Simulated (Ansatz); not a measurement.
Amorphous hafnium silicate (Hf$_{6}$Si$_{14}$O$_{40}$), 60 atoms at 4.35 g/cm³, one PBE-relaxed geometry, zone centre. Methods: PBE, scalar-relativistic without spin-orbit coupling (Ansatz, a first-principles code); r2SCAN, scalar-relativistic without spin-orbit coupling (Ansatz); HSE06, scalar-relativistic without spin-orbit coupling (Ansatz). Plane waves to 420 eV (r2SCAN 500 eV); exact exchange is cut at the cell's faces. At PBE the levels at the filled edge of the gap are localised (band-tail or defect states). All rungs ran without spin polarisation.

The cell was made by melting and quenching with the CHGNet potential and then relaxed with DFT. O atoms were pushed apart under 1.9 Å during the dynamics, to hinder bonds among them. The hot cell started wider than the set density and was brought back towards it in steps. It is the lowest in DFT energy of 2 quenches. It is a model cell: composition and starting density were chosen by hand, and all elements were melted together. No dispersion term was used. Its density started from a set value of 4.35 and ended at 4.35 g/cm³. The simulated quench (nominally 600 K/ps over its main leg) is rapid and tends to freeze in more defects than a deposited or slowly cooled glass has. One small periodic cell is one sample of the glass; other quenches scatter about these values. The volume was held where the preparation left it and the shape relaxed, at a PBE pressure of 2.6 GPa. Stress components on the final sampling reach 2.6 GPa.

The relaxation ran on the zone centre alone. At PBE the level gap is 4.58 eV on a 2×2×2 Γ-centred mesh, and the spacing at the zone centre alone 4.61 eV.

Question: What zone-centre spacing does r2SCAN give, roughly?

Answer: 5.14 eV (+0.53 eV against PBE).

Question: What zone-centre spacing does HSE06 give, roughly?

Answer: 6.29 eV (+1.69 eV against PBE).

The highest filled and the lowest empty state spread over these numbers of atoms (participation numbers): PBE: 4.8 and 16.9; r2SCAN: 4.7 and 9.8; HSE06: 4.6 and 18.6.
